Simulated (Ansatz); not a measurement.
The structure below was relaxed with PBEsol, PAW, 420 eV (Ansatz, an electronic-structure program; spin-orbit coupling left out), at pressure 2.1 GPa.

Space group P6₃mc (No. 186); a = b = 3.104 Å, c = 4.964 Å, α = β = 90.00°, γ = 120.00°

| atom | site | symmetry | x | y | z |
|---|---|---|---|---|---|
| Al | 2b | 3m. | 0.6667 | 0.3333 | 0.4999 |
| N | 2b | 3m. | 0.3333 | 0.6667 | 0.3821 |

Problem. Write out a cell with all atoms.

Solution. 
```
AlN
1.0
    3.10389     0.00000     0.00000
   -1.55194     2.68805     0.00000
    0.00000     0.00000     4.96413
Al N
2 2
Direct
  0.33333   0.66667   0.99991
  0.66667   0.33333   0.49991
  0.33333   0.66667   0.38209
  0.66667   0.33333   0.88209
```
This is the conventional cell.

Load acts through the strain it causes; cell and atoms are relaxed under it. Whether these cells are dynamically stable was not tested. Tetrahedral semiconductors of this kind turn to denser phases somewhere between about 1 and 50 GPa; those were not computed, so compressed cells here can lie past the real transition. The cell was made from AlN in the wurtzite structure (space group P6_3mc, No. 186) by this change: pressure 2.1 GPa.
